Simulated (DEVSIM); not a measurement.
Device: TaN/Al2O3/SiO2/p-Si capacitor, at 300 K.

| layer (left to right) | material | thickness (nm) | Na (cm⁻³) |
|---|---|---|---|
| 1 | Al2O3 | 2.90 | - |
| 2 | SiO2 | 0.520 | - |
| 3 | Si | 5500 | 1.1e16 |

Metal gate on the left, work function 4.4 eV. Fixed charge at the semiconductor interface 0 cm⁻² (in units of +e); interface traps 2.8e10 cm⁻² eV⁻¹, uniform in energy, neutral level at 0.5 of the gap above the valence band.

This is a model device: material constants are rounded textbook-type values typed into the input, and sizes, dopings and lifetimes were drawn at random. Values at 300 K.

```tsv
parameter	Al2O3	SiO2	Si
gap (eV)	6.8	9	1.124
affinity (eV)	1.35	0.9	4.05
permittivity	9	3.9	11.7
Nc (cm⁻³)	-	-	2.86e19
Nv (cm⁻³)	-	-	3.1e19
```

Simulated with DEVSIM: 1D Poisson equation in equilibrium, Boltzmann statistics, complete ionisation; no quantum confinement or tunnelling. Metal contacts follow the ideal Schottky-Mott rule: no Fermi-level pinning, no interface dipoles.

Base results: capacitance of the dielectric stack (μF/cm²) 1.94; threshold voltage (band bending 2φF) (V) 0.17; flat-band voltage (V) -0.57; minimum of the low-frequency capacitance (μF/cm²) 0.0443.

Q: What follows from this one change: fixed charge 0 → 2.1e+12 cm^-2?

A: capacitance of the dielectric stack little changed (1.94 μF/cm²); threshold voltage (band bending 2φF) 0.17 → 0.00 V; flat-band voltage -0.57 → -0.74 V; minimum of the low-frequency capacitance little changed (0.0436 μF/cm²).

Q: What follows from this one change: gate work function 4.4 → 4.7 eV?

A: capacitance of the dielectric stack little changed (1.94 μF/cm²); threshold voltage (band bending 2φF) 0.17 → 0.47 V; flat-band voltage -0.57 → -0.27 V; minimum of the low-frequency capacitance little changed (0.0443 μF/cm²).
